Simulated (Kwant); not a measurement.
System: wire with a row of barriers in a InAs two-dimensional gas. Effective mass 0.023 mₑ, grid spacing 4.2 nm, hard walls, nominal width 100 nm (23 grid rows, so walls 100.8 nm apart), one parabolic valley, scattering region 420 nm long along x; energies count from the band bottom; Fermi energy swept from 0.0013079 to 0.015532 eV. 3 barrier(s) across the wire, height 0.14 eV, thickness 12.6 nm (about 3 grid columns), spaced by 50.4 nm.

The device is made up for the run: typed textbook-type constants, with dimensions and the other settings drawn at random.

Model: effective-mass tight-binding model on a square grid, one spin, coherent transport at 0 K (Kwant). Conductance is in e²/h.

Problem. How many channels do the leads carry at E = 8.73, 11.8 meV?

Solution. The hard-wall thresholds are n² ħ²π²/(2mW²) = n² × 1.61 meV with W = 100.8 nm. √(8.73/1.61) = 2.33, so 2. √(11.8/1.61) = 2.71, so 2.
